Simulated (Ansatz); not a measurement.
Structure of amorphous In9Ga9Zn9O41Nb2 (periodic cell):

```yaml
crystal:
  lattice:
    - [9.14426, 0.09173, -0.05513]
    - [0.09173, 10.39141, -0.10871]
    - [-0.05513, -0.10871, 9.35919]
  atoms:
    - { symbol: In, position: [0.88107, 0.47085, 0.72376] }
    - { symbol: In, position: [0.68628, 0.84954, 0.15733] }
    - { symbol: In, position: [0.91165, 0.99906, 0.40368] }
    - { symbol: In, position: [0.28990, 0.78988, 0.89720] }
    - { symbol: In, position: [0.45548, 0.22006, 0.99704] }
    - { symbol: In, position: [0.34426, 0.64579, 0.59325] }
    - { symbol: In, position: [0.50775, 0.55805, 0.97368] }
    - { symbol: In, position: [0.59654, 0.53180, 0.35688] }
    - { symbol: In, position: [0.24121, 0.71161, 0.27276] }
    - { symbol: Ga, position: [0.51324, 0.27830, 0.62274] }
    - { symbol: Ga, position: [0.10658, 0.09645, 0.88271] }
    - { symbol: Ga, position: [0.15953, 0.19052, 0.24000] }
    - { symbol: Ga, position: [0.01111, 0.45597, 0.32564] }
    - { symbol: Ga, position: [0.37221, 0.98015, 0.13481] }
    - { symbol: Ga, position: [0.66487, 0.71169, 0.72235] }
    - { symbol: Ga, position: [0.00135, 0.89235, 0.07474] }
    - { symbol: Ga, position: [0.82893, 0.57315, 0.05744] }
    - { symbol: Ga, position: [0.88907, 0.68436, 0.44964] }
    - { symbol: Zn, position: [0.50784, 0.98316, 0.80894] }
    - { symbol: Zn, position: [0.17051, 0.48372, 0.99609] }
    - { symbol: Zn, position: [0.76343, 0.14443, 0.71441] }
    - { symbol: Zn, position: [0.56638, 0.86134, 0.48252] }
    - { symbol: Zn, position: [0.33808, 0.37943, 0.40948] }
    - { symbol: Zn, position: [0.54870, 0.13747, 0.34080] }
    - { symbol: Zn, position: [0.15976, 0.32992, 0.67116] }
    - { symbol: Zn, position: [0.81492, 0.29559, 0.46354] }
    - { symbol: Zn, position: [0.02003, 0.79735, 0.71369] }
    - { symbol: O, position: [0.29624, 0.64505, 0.05712] }
    - { symbol: O, position: [0.63869, 0.61879, 0.15143] }
    - { symbol: O, position: [0.07104, 0.90946, 0.89028] }
    - { symbol: O, position: [0.88481, 0.13886, 0.88006] }
    - { symbol: O, position: [0.37684, 0.40116, 0.97997] }
    - { symbol: O, position: [0.35451, 0.39841, 0.62227] }
    - { symbol: O, position: [0.19400, 0.88315, 0.15963] }
    - { symbol: O, position: [0.64946, 0.88915, 0.68718] }
    - { symbol: O, position: [0.12523, 0.07997, 0.38655] }
    - { symbol: O, position: [0.55303, 0.32840, 0.40477] }
    - { symbol: O, position: [0.04743, 0.91696, 0.56382] }
    - { symbol: O, position: [0.71330, 0.34066, 0.65416] }
    - { symbol: O, position: [0.31163, 0.06678, 0.95134] }
    - { symbol: O, position: [0.99896, 0.38785, 0.53379] }
    - { symbol: O, position: [0.06323, 0.17266, 0.06664] }
    - { symbol: O, position: [0.54987, 0.17075, 0.78773] }
    - { symbol: O, position: [0.37039, 0.56702, 0.37290] }
    - { symbol: O, position: [0.47134, 0.67509, 0.79732] }
    - { symbol: O, position: [0.15839, 0.14009, 0.69717] }
    - { symbol: O, position: [0.86966, 0.99957, 0.17306] }
    - { symbol: O, position: [0.73288, 0.58375, 0.86738] }
    - { symbol: O, position: [0.64519, 0.15782, 0.11337] }
    - { symbol: O, position: [0.49879, 0.88159, 0.00645] }
    - { symbol: O, position: [0.40684, 0.12190, 0.52386] }
    - { symbol: O, position: [0.07819, 0.63469, 0.39956] }
    - { symbol: O, position: [0.77410, 0.38313, 0.02572] }
    - { symbol: O, position: [0.57994, 0.66448, 0.53725] }
    - { symbol: O, position: [0.18339, 0.36233, 0.28181] }
    - { symbol: O, position: [0.90098, 0.27433, 0.26700] }
    - { symbol: O, position: [0.86805, 0.75895, 0.05645] }
    - { symbol: O, position: [0.32382, 0.91830, 0.71859] }
    - { symbol: O, position: [0.32624, 0.83321, 0.45821] }
    - { symbol: O, position: [0.06127, 0.40680, 0.83830] }
    - { symbol: O, position: [0.17783, 0.67178, 0.74182] }
    - { symbol: O, position: [0.52995, 0.94582, 0.28804] }
    - { symbol: O, position: [0.81886, 0.52713, 0.37424] }
    - { symbol: O, position: [0.36348, 0.15323, 0.20933] }
    - { symbol: O, position: [0.75226, 0.11498, 0.50040] }
    - { symbol: O, position: [0.00937, 0.52524, 0.13206] }
    - { symbol: O, position: [0.78489, 0.82369, 0.38002] }
    - { symbol: O, position: [0.86654, 0.67493, 0.64928] }
    - { symbol: Nb, position: [0.24660, 0.00449, 0.55837] }
    - { symbol: Nb, position: [0.83549, 0.22086, 0.07527] }
```

Methods: PBE, scalar-relativistic without spin-orbit coupling (Ansatz, an electronic-structure program); r2SCAN, scalar-relativistic without spin-orbit coupling (Ansatz); HSE06, scalar-relativistic without spin-orbit coupling (Ansatz). Neutral PBE cell, which sets geometry, pressure and energy: sampling: a 2×2×2 Γ-centred mesh; Fermi-Dirac width 0.02 eV; no spin polarisation. Exact exchange is cut at the faces of this 9 Å cell, which leaves hybrid gaps a finite-size error.

The cell was made by melting and quenching with the CHGNet potential and then relaxed with DFT. O atoms were pushed apart under 1.9 Å during the dynamics, to hinder bonds among them. The hot cell started wider than the set density and was brought back towards it in steps. It is the lowest in DFT energy of 2 quenches. It is a model cell: composition and starting density were chosen by hand, and all elements were melted together. No dispersion term was used. Its density started from a set value of 5.77 and ended at 5.77 g/cm³. The quench (nominally 210 K/ps over its main leg) was far faster than any real one, so the model tends to hold more defects than a real film. A cell of this size samples the disorder only roughly. The volume was held where the preparation left it and the shape relaxed.

Task: Give the pressure and the spacing of the highest filled and lowest empty levels.

Result: 
```json
{
 "Pressure on a 2×2×2 Γ-centred mesh": "0.86 GPa",
 "Largest force and stress component on that mesh (the relaxation ran on the zone centre alone)": "0.08 eV/Å and 1.0 GPa",
 "Level gap on a 2×2×2 Γ-centred mesh (PBE)": "1.07 eV",
 "Level gap at the zone centre (PBE)": "1.08 eV",
 "Level gap at the zone centre (r2SCAN)": "1.52 eV",
 "Level gap at the zone centre (HSE06)": "2.65 eV",
 "Distance between the nearest levels spread over more than a fifth of the atoms or a third of the atoms of their main element (six at least) (PBE, zone centre)": "1.21 eV"
}
```

Task: At PBE and the zone centre, how localised are the states just below and above the Fermi level (participation number: the atoms over which a state spreads)?

Result: The highest filled state is spread over 4.8 atoms' worth, largest on O60, with weights by element (charge in smoothed Voronoi cells) O 0.84, Zn 0.14, In 0.01. The lowest empty state is spread over 61.3 atoms' worth, largest on In8, with weights by element (charge in smoothed Voronoi cells) O 0.53, In 0.22, Ga 0.12.

At PBE the levels at the filled edge of the gap are localised (band-tail or defect states).

Bonds are counted up to In-In 3.12 Å, In-Ga 2.90 Å, In-Zn 2.90 Å, In-O 2.64 Å, In-Nb 3.12 Å, Ga-Ga 2.68 Å, Ga-Zn 2.68 Å, Ga-O 2.34 Å, Ga-Nb 2.90 Å, Zn-Zn 2.68 Å, Zn-O 2.62 Å, Zn-Nb 2.90 Å, O-O 1.58 Å, O-Nb 2.53 Å, Nb-Nb 3.12 Å. Two cations that share two anions don't count as bonded, nor two that share one unless they lie closer than In-In 3.04 Å, In-Ga 2.82 Å, In-Zn 2.82 Å, In-Nb 3.04 Å, Ga-Ga 2.61 Å, Ga-Zn 2.61 Å, Ga-Nb 2.82 Å, Zn-Zn 2.61 Å, Zn-Nb 2.82 Å, Nb-Nb 3.04 Å.

Added carriers, by PBE, scalar-relativistic without spin-orbit coupling (Ansatz) on the zone centre alone. Charged cells keep the cell fixed and stand in a uniform background, with no image correction, at a width of 0.01 eV; where the count is odd the moment is locked at 1 μB, unless the neutral cell bore moments. Each starts from the undistorted neutral geometry alone. PBE's self-interaction favours spread-out carriers, so it can miss traps that a hybrid finds.

Task: What happens at PBE when the cell takes an extra electron and the atoms relax?

Result: Relaxation lowers the charged cell by 0.01 eV. The largest moves are O32 0.02 Å, O61 0.02 Å, O57 0.01 Å, Zn27 0.01 Å. The level that holds the added charge spreads over 61.2 atoms' worth, most on In8 (weight 0.03): a carrier spread over the cell. No bond crosses its cut-off with a change of over 0.15 Å (metal-metal contacts aside). Made neutral again at that geometry, the cell lies +0.01 eV from the neutral start.

Task: What happens at PBE when the cell takes a hole and the atoms relax?

Result: Relaxation lowers the charged cell by 0.12 eV. The largest moves are O60 0.20 Å, In6 0.16 Å, O59 0.10 Å, Zn20 0.09 Å. The level that was emptied spreads over 8.6 atoms' worth, most on O60 (weight 0.19): a partly localised carrier. No bond crosses its cut-off with a change of over 0.15 Å (metal-metal contacts aside). Made neutral again at that geometry, the cell lies +0.24 eV from the neutral start.
